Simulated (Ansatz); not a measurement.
The starting structures come from a database of crystals and need not be the phases stable at ambient conditions.

 Where the default PAW files enter, the runs use the earlier of Ansatz's two default sets.

# Evanescent states of YOF (P4/nmm, not sure to be the ambient phase, 6 atoms a cell, 13.3 Å³ an atom, -2 GPa at this level) along the normal of (111)

Computed with PBEsol (plane waves, PAW; Ansatz, a quantum-chemistry and plane-wave program).

The gap is the functional's own, uncorrected, and κ follows it; spin-orbit coupling is left out. Mid-gap values are interpolated between the computed energies.

Energies count from the valence-band top; κ is the least over a 6×6 mesh across the current.

| E (eV) | κ (1/Å) | where |
|---|---|---|
| 0.12 | 0.167 | off Γ |
| 0.34 | 0.272 | Γ |
| 0.57 | 0.307 | Γ |
| 0.81 | 0.333 | Γ |
| 1.03 | 0.352 | Γ |
| 1.26 | 0.367 | Γ |
| 1.50 | 0.378 | Γ |
| 1.73 | 0.385 | Γ |
| 1.96 | 0.390 | Γ |
| 2.19 | 0.391 | Γ |
| 2.42 | 0.391 | Γ |
| 2.65 | 0.387 | Γ |
| 2.88 | 0.381 | Γ |
| 3.10 | 0.373 | Γ |
| 3.33 | 0.361 | Γ |
| 3.56 | 0.345 | Γ |
| 3.79 | 0.326 | Γ |
| 4.03 | 0.301 | Γ |
| 4.25 | 0.269 | Γ |
| 4.49 | 0.226 | Γ |
| 4.71 | 0.163 | Γ |

**Question.** How thick must the barrier be to attenuate the transmission by 10^4 when the electrodes' Fermi level lies at 1.26 eV, and what attenuation does that film give at 4.49 eV?

**Answer.** d = 4 ln 10 / (2 × 0.367) = 12.5 Å. At 4.49 eV it gives 4 × 0.226/0.367 = 2.5 decades.
